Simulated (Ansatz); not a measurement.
# What pressure 30 GPa does to CdS

Take CdS in the wurtzite structure (space group P6_3mc, No. 186; a = 4.164 Å, c = 6.767 Å) as the base.

It is then changed as follows: a hydrostatic pressure of 30 GPa.

Calculations: plane-wave PAW DFT at the r2SCAN level (Ansatz, a program for electronic structure, 500 eV), without spin-orbit coupling. k-mesh 9×9×5 (Γ-centred); smearing 0.05 eV (Fermi–Dirac).

| quantity | base | changed | shift |
|---|---|---|---|
| volume per atom | 25.40 Å³ | 19.00 Å³ | -6.40 Å³ |
| density | 4.72 g/cm³ | 6.31 g/cm³ | +1.59 g/cm³ |
| lattice parameter a | 4.164 Å | 3.601 Å | -0.5625 Å |
| c/a ratio | 1.625 | 1.879 | +0.254 |
| shortest interatomic distance | 2.544 Å | 2.284 Å | -0.2608 Å |
| enthalpy H = E + PV relative to the base's energy | – | +4.06 eV/atom | – |
| band gap | 1.63 eV | 1.57 eV | -0.06 eV |
| gap character | direct at Γ | direct at Γ | – |
| width of the top valence band | 1.66 eV | 2.80 eV | +1.14 eV |
| electron mass | 0.15 mₑ along c, 0.16 mₑ across (at Γ) | 0.12 mₑ along c, 0.23 mₑ across (at Γ) | – |
| valence-band top at Γ (three highest levels, from the VBM) | 0.00, 0.00, -0.04 eV | 0.00, 0.00, -1.05 eV | – |

Final structure:

```
CELL_PARAMETERS angstrom
      3.60110     0.00000     0.00000
     -1.80055     3.11864     0.00000
      0.00000     0.00000     6.76615
ATOMIC_POSITIONS crystal
  Cd 0.66667 0.33333 0.98135
  Cd 0.33333 0.66667 0.48135
  S  0.66667 0.33333 0.64385
  S  0.33333 0.66667 0.14385
```

Load acts through the strain it causes; cell and atoms are relaxed under it. Masses are band curvatures over ±0.01 Å⁻¹ around the edge. Whether these cells are dynamically stable was not tested. Measured, CdS leaves this structure (for rock salt) near 2.54 GPa (temperature not stated; as listed in Datta, Sujoy, Jana, Debnarayan, arXiv (2020)), on rising pressure, with hysteresis.
